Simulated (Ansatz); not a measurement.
# BaTiO₃ (space group Amm2, No. 38)

```
BaTiO3
1.0
    3.96407     0.00000     0.00000
    0.00000     2.85795     2.87403
    0.00000    -2.85795     2.87403
Ba Ti O
1 1 3
Direct
  0.00000   0.00499   0.00499
  0.50000   0.52050   0.52050
  0.50000   0.97681   0.49063
  0.50000   0.49063   0.97681
  0.00000   0.48697   0.48697
```

The values are results of r2SCAN, PAW, 500 eV (Ansatz, a quantum-chemistry and plane-wave program; spin-orbit coupling left out), earlier PAW set, not measurements. Γ-centred 8×8×8 mesh, Fermi–Dirac width 0.05 eV.

| Property | Value |
|---|---|
| Volume per atom | 13.02 Å³ |
| Density | 5.95 g/cm³ |
| Band gap | 2.66 eV, indirect, T → Γ |
| Electron mass | 0.56 mₑ along a, 1.4 mₑ along b, 0.91 mₑ along c |
| Hole mass | 0.91 mₑ along a, 1.6 mₑ along b, 2.4 mₑ along c |
| Lowest conduction-band minima above the VBM | Γ 2.66 eV |
| Total energy | -2036.794 eV/atom (σ→0; compares only within this code and set-up) |

Effective masses come from finite differences of ±0.01 Å⁻¹. No phonon test of stability was made. All final runs are without spin polarisation. This is not the structure that BaTiO3 has at room temperature and ambient pressure.
